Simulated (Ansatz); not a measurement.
Take AlN in the zinc blende structure (space group F-43m, No. 216; a = 4.370 Å) as the base. Axes: x, y, z lie along the cube axes.

All numbers come from r2SCAN, PAW, 500 eV (Ansatz, a quantum-chemistry and plane-wave program; spin-orbit coupling left out).

Base values:

| Property | Value |
|---|---|
| Valley order | X along ⟨100⟩ 3.94 eV; Γ 4.84 eV |

Perturbation: tensile biaxial strain of 0.83 % in the plane normal to [111], as in epitaxy on a mismatched substrate; the out-of-plane cell vector and the atoms relax.

Question: Predict the new in-plane stress, valley order and out-of-plane strain.

Answer: The mean in-plane stress (compression positive) amounts to -4.2 GPa; the valley order (the lowest conduction-band minima on the path, energy above the VBM, named in the base's zone) becomes X along [001] 3.87 eV; Γ 4.65 eV (base: X along ⟨100⟩ 3.94 eV; Γ 4.84 eV); the out-of-plane strain comes out as -0.28 %.

The levels and masses belong to the bands next to the band gap. No phonon test of stability was made. This is not the structure that AlN has at room temperature and ambient pressure.
